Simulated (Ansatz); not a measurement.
**GaSb: response to strain**

Base system: GaSb in the zinc blende structure (space group F-43m, No. 216).

```xyz
2
Lattice="0.0000 3.1070 3.1070 3.1070 0.0000 3.1070 3.1070 3.1070 0.0000" Properties=species:S:1:pos:R:3 pbc="T T T"
Sb     4.6606     4.6606     4.6606
Ga     0.0000     0.0000     0.0000
```

Strains are applied to the cell and any free atomic positions relax.

All numbers come from PBE (Ansatz, a program for electronic structure; PAW; 420 eV plane waves; spin-orbit coupling left out), earlier PAW set.

```tsv
isotropic strain (%)	pressure (GPa)
-5.43	11.2
-2.08	3.3
-1.57	?
0	0.0
0.79	-1.0
0.85	-1.1
```

**Question.** Fit P = P₀ − Bδ + Cδ² with δ = (1 + ε)³ − 1 to the rows shown and predict the withheld row.

**Answer.** Least squares on the printed values gives P₀ = -0.1 GPa, B = 43.9 GPa, C = 188 GPa (largest residual 0.1 GPa); this predicts 2.4 GPa, and the run gives 2.4 GPa, in agreement.

No phonon test of stability was made. All final runs are without spin polarisation.
